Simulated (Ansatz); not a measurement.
**WS2 under a change: W → Re**

Consider WS2 in the 2H-MoS2 type structure (space group P6_3/mmc, No. 194; a = 3.115 Å, c = 11.773 Å; layered, stacked along the Cartesian z axis).

One thing is altered: full substitution W → Re; the structure is relaxed again.

Calculations: DFT with PBEsol-D3(BJ), PAW potentials and a 420 eV plane-wave cutoff in Ansatz (a program for electronic structure), no spin-orbit coupling. k-mesh 18×18×4 (Γ-centred); smearing 0.05 eV (Fermi–Dirac), for the changed cell.

* **Volume per atom**: 15.48 Å³ (base 16.49 Å³)
* **Density**: 8.95 g/cm³ (base 8.33 g/cm³)
* **Lattice parameter a**: 3.023 Å (base 3.115 Å)
* **c/a ratio**: 3.881 (base 3.780)
* **Band gap**: zero (base 0.65 eV)

Final structure:

```
ReS2
1.0
    3.02321     0.00000     0.00000
   -1.51161     2.61818     0.00000
    0.00000     0.00000    11.73288
Re S
2 4
Direct
  0.33333   0.66667   0.25000
  0.66667   0.33333   0.75000
  0.33333   0.66667   0.61115
  0.66667   0.33333   0.11115
  0.66667   0.33333   0.38885
  0.33333   0.66667   0.88885
```

Cost of the whole job for the changed cell (relaxation, final SCF and bands): about 2.5 core-minutes (a rough figure).

Spin-orbit coupling, missing from the scalar runs, can matter with W. No phonon test of stability was made. As relaxed here, ReS2 is a hypothetical phase, not in the database extracts checked. The final runs are not spin-polarised. ReS2 has a high density of states at the Fermi level and may be magnetic at this level.
